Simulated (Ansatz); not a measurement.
Worked example: relaxation of cell and atoms of Ta3Ru (Fm-3m, 4 atoms in the cell) in Ansatz (a quantum-chemistry and plane-wave program).

Method of the run: PBEsol, PAW files made with PBE (plane waves; Ansatz).

```
Ta3Ru
1.0
    0.00000     3.24822     3.24822
    3.24822     0.00000     3.24822
    3.24822     3.24822     0.00000
Ta Ru
3 1
Direct
  0.25000   0.25000   0.25000
  0.75000   0.75000   0.75000
  0.50000   0.50000   0.50000
  0.00000   0.00000   0.00000
```

Reference input (self-consistent single point, DFT, PBEsol, plane waves, PAW files made with PBE): basis.ecutwfc = 420 eV; kpoints.mp_grid.grid = 9 9 9; hamiltonian.xc = pbesol; hamiltonian.pseudopotentials = {kind: paw} (the program's default PAW files); scf.occupations.method = fermi_dirac; scf.occupations.width = 0.05 eV. This run's input differs from it in these lines:

```diff
@@ -19,2 +19,4 @@
   occupations: { method: fermi_dirac, width: 0.05 }
+relax:
+  cell: {}
 output:
```

Output, abridged:

```
   [... SCF lines of the steps left out ...]
relax step   1: F+E_penalty+E_count = -35239.53764267 eV  Δ(F+E_penalty+E_count) = +0.000e0 eV  max|allowed force component| = 1.272e-17 eV/Å  Δτ_max = 0.0000 Å  P = -10.520 GPa  Ω = 68.543 Å³  (10 SCF iters, dr2 threshold 1.00e-7 eV, accepted)
relax step   2: F+E_penalty+E_count = -35239.09928493 eV  Δ(F+E_penalty+E_count) = +4.384e-1 eV  max|allowed force component| = 4.973e-17 eV/Å  Δτ_max = 0.0000 Å  P = +30.415 GPa  Ω = 58.999 Å³  energy of the carried Pulay correction = +4.560e-3 eV  [...]
   [... lines left out ...]
relax step   5: F+E_penalty+E_count = -35239.64852647 eV  Δ(F+E_penalty+E_count) = +1.728e-6 eV  max|allowed force component| = 9.483e-17 eV/Å  Δτ_max = 0.0000 Å  P = +0.002 GPa  Ω = 65.342 Å³  energy of the carried Pulay correction = +1.457e-3 eV  [...]
relax step   6: F+E_penalty+E_count = -35239.64712553 eV  Δ(F+E_penalty+E_count) = +1.401e-3 eV  max|allowed force component| = 7.633e-17 eV/Å  Δτ_max = 0.0000 Å  P = -0.007 GPa  Ω = 65.342 Å³  stress off target by 6.89e-3 GPa  SCF on the basis [...]
basis re-selected at this cell: Δ(F+E_penalty+E_count) = +1.401e-3 eV, ΔP = -0.008 GPa vs the last step
the relaxation is at rest under the 48 symmetry operations that the run kept from its start: a minimum is not shown …
Free energy (F): -35239.647126 eV
Internal energy: -35239.628138 eV  (E = F + TS)
E sigma→0 (E₀):  -35239.637632 eV
Entropy (-TS):   -0.018988 eV (-4.747 meV/atom)
Fermi energy:    20.242711 eV
--- Forces (eV/Å), atoms counted from 1 ---
  atom   1  Ta    -0.00000000    -0.00000000    -0.00000000
   [... zero for the other atoms too ...]
   [... lines left out ...]
  cell:  # Å, volume = 65.3420 Å³
   [... lines left out ...]
  atoms:
    - { symbol: Ta, position: [0.24999999999999994, 0.24999999999999994, 0.24999999999999994] }
    - { symbol: Ta, position: [0.7500000000000001, 0.7500000000000001, 0.7500000000000001] }
    - { symbol: Ta, position: [0.49999999999999994, 0.49999999999999994, 0.49999999999999994] }
    - { symbol: Ru, position: [2.6020852139652106e-18, 2.6020852139652106e-18, 2.6020852139652106e-18] }
```

The run converged.  The full log also holds: “iter 5 did not close the SCF: its close was put off for the readings that it lacked (scf_convergence_deferred on its scf_iter line)”. The full log also holds: “iter 4 did not close the SCF: its close was put off for the readings that it lacked (scf_convergence_deferred on its scf_iter line)”.

Summary of the result:
| Property | Value |
|---|---|
| Free energy E − TS (on the zero of these files) | -35239.6471 eV |
| Fermi level (on the code's own zero) | 20.24 eV |
| Pressure | -0.01 GPa |
| Final cell | a = b = c = 4.521 Å, α = β = γ = 60.00° |
| Final volume per atom | 16.34 Å³ |
| Relaxation steps | 6 |

The starting cell comes from a database of computed structures (which also holds hypothetical and non-ambient phases and stackings), without a prior relaxation at this level. Its lattice was rescaled by a random factor within 2.5 % of one. Spin polarisation is off. The relaxation keeps the symmetry of its start, so its end need not be a minimum. Ansatz's pressure includes its estimate of the finite-basis (Pulay) stress.

Keys are those of Ansatz 0.2.
